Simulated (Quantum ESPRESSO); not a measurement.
Troubleshooting Quantum ESPRESSO: a failed run on YB4W (Pbam, 24 atoms in the cell). The aim is a self-consistent single point with DFT, PBEsol, plane waves, SSSP 1.1.2 efficiency (PBE) pseudopotentials.

Input:

```fortran
&CONTROL
  calculation = 'scf'
  prefix = 'YB4W'
  outdir = './tmp/'
  pseudo_dir = './'
  tprnfor = .true.
  tstress = .true.
/
&SYSTEM
  ibrav = 8
  A = 6.0468300000
  B = 11.6855700000
  C = 3.6305900000
  nat = 24
  ntyp = 3
  ecutwfc = 40
  ecutrho = 320
  occupations = 'smearing'
  smearing = 'gauss'
  degauss = 0.00147
  input_dft = 'pbesol'
/
ATOMIC_SPECIES
Y     88.9058  Y_pbe_v1.uspp.F.UPF
B     10.8100  b_pbe_v1.4.uspp.F.UPF
W    183.8400  W_pbe_v1.2.uspp.F.UPF
ATOMIC_POSITIONS {bohr}
Y     7.1633796403    7.7333009239    0.0000000000
Y     4.2634729819   14.3492259862    0.0000000000
Y     1.4499533292    3.3079625311    0.0000000000
Y     9.9768992929   18.7745643790    0.0000000000
B     8.9876766614    4.1170663171    3.4304103854
B     2.4391759607   17.9654605930    3.4304103854
B     3.2742503504    6.9241971379    3.4304103854
B     8.1526022718   15.1583297722    3.4304103854
B     9.9005679174    0.7106157160    3.4304103854
B     1.5262847047   21.3719111942    3.4304103854
B     4.1871416063   10.3306477391    3.4304103854
B     7.2397110158   11.7518791710    3.4304103854
B    10.1246484973    9.9994098355    3.4304103854
B     1.3022041248   12.0831170747    3.4304103854
B     4.4112221863    1.0418536196    3.4304103854
B     7.0156304359   21.0406732905    3.4304103854
B    11.1510083999    6.7777899845    3.4304103854
B     0.2758442223   15.3047369256    3.4304103854
B     5.4375820888    4.2634734705    3.4304103854
B     5.9892705334   17.8190534396    3.4304103854
W     7.2044020412    1.8600112416    0.0000000000
W     4.2224505809   20.2225156685    0.0000000000
W     1.4909757301    9.1812522134    0.0000000000
W     9.9358768920   12.9012746967    0.0000000000
K_POINTS {automatic}
3 2 5  0 0 0
```

The program printed (abridged):

```
     This program is part of the open-source Quantum ESPRESSO suite
     for quantum simulation of materials; please cite

 %%%%%%%%%%%%%%%%%%%%%%%%%%%%%%%%%%%%%%%%%%%%%%%%%%%%%%%%%%%%%%%%%%%%%%%%%%%%%%
     Error in routine  read_namelists (1):
      bad line in namelist &electrons: "3 2 5  0 0 0" (error could be in the previous line)
 %%%%%%%%%%%%%%%%%%%%%%%%%%%%%%%%%%%%%%%%%%%%%%%%%%%%%%%%%%%%%%%%%%%%%%%%%%%%%%

     stopping ...
```

Task: Read the log: what does the program object to, and what is the fix?

Result: The fault is a required namelist left out. The program reads the namelists in a fixed order, even empty ones. To fix it, add the namelist. The program stopped before any SCF iteration.

An input that runs soundly differs in these lines (not the only fix; some lines may just follow from the change or write a value another way):
```diff
+/
+&ELECTRONS
+  conv_thr = 1.0d-9
+  mixing_beta = 0.7
```

With that input, the run converged in 12 iterations: free energy E − TS -14794.9099 eV; top of the valence band (on the code's own zero) 14.84 eV; gap on the k-point mesh 0.33 eV; pressure -6.95 GPa; largest force (vector length) 0.159 eV/Å (DFT, PBEsol, plane waves, SSSP 1.1.2 efficiency (PBE) pseudopotentials).

On the sound input: the starting cell comes from a database of computed structures (which also holds hypothetical and non-ambient phases and stackings), without a prior relaxation at this level. Spin-orbit coupling is off. With a pressure of about -7 GPa the cell is away from its equilibrium volume at this level.
